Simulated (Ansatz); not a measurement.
## Pressure series in ScAl3

Consider ScAl$_{3}$ in the Cu3Au type structure (space group Pm-3m, No. 221; a = 4.072 Å).

Cell and atoms are relaxed at each pressure.

Computed with Ansatz (a program for electronic structure) PBEsol, without spin-orbit coupling.

Two rows of this table had their results exchanged by mistake.

```tsv
pressure	volume per atom (Å³)	shortest distance (Å)	band gap
pressure −2 GPa	17.27	2.901	zero
pressure −1 GPa	17.07	2.890	zero
pressure 0.9 GPa	16.72	2.870	zero
pressure 2.1 GPa	16.51	2.858	zero
pressure 4.5 GPa	13.63	2.681	zero
pressure 9 GPa	15.53	2.801	zero
pressure 15 GPa	14.87	2.760	zero
pressure 22.5 GPa	14.19	2.718	zero
pressure 30 GPa	16.14	2.837	zero
```

Which two?

The rows for pressure 4.5 GPa and pressure 30 GPa: the volume has to fall steadily with pressure, so 16.14 Å³ belongs to pressure 4.5 GPa and 13.63 Å³ to pressure 30 GPa.

Load acts through the strain it causes; cell and atoms are relaxed under it. Stability against distortions was not tested. Competing high-pressure phases were not computed. The final runs are not spin-polarised.
